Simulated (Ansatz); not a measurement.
N on the 1x1 (100) surface of fcc Cu, one in a 1x1 cell, energies for each (6.6 Å²). Energies are against ½ N2(g), without zero-point or thermal terms; each row is named by its start.

Computed with PBE (plane waves to 420 eV, PAW; Ansatz, a program for electronic structure).

Set-up: 5 atoms, 5.3 Å thick at the start under the adsorbate (thin: gaps and levels are the slab's own); mesh 12x12x1; 0.1 eV smearing; dipole correction on; 2 atoms held, the rest relaxed; each run with such symmetry as its start has; spin-polarised, no spin-orbit, no U, no dispersion correction.

A negative adsorption energy means that the adsorbate is more stable on the surface than in its reference. Heights count from the host atoms within 0.3 Å of the top one.

```tsv
starting site	E_ads (eV)	height (Å)	nearest host atom (Å)	bonded to	Δ work function (eV)	lateral drift (Å)	moment (μB)
top Cu	3.77	1.77	Cu 1.77	Cu	3.38	0.0	0.0
hollow Cu-Cu-Cu-Cu over Cu at depth 1.8 Å	[?]	[?]	Cu 1.90	4 Cu	1.59	0.0	0.0
bridge Cu-Cu (span 2.6 Å)	[?]	1.30	Cu 1.83	2 Cu	[?]	0.0	0.0
```

**Question.** Some entries are withheld; supply them.

**Answer.** 
- hollow Cu-Cu-Cu-Cu over Cu at depth 1.8 Å, E_ads (eV): 2.14
- hollow Cu-Cu-Cu-Cu over Cu at depth 1.8 Å, height (Å): 0.55
- bridge Cu-Cu (span 2.6 Å), E_ads (eV): 2.99
- bridge Cu-Cu (span 2.6 Å), Δ work function (eV): 3.29
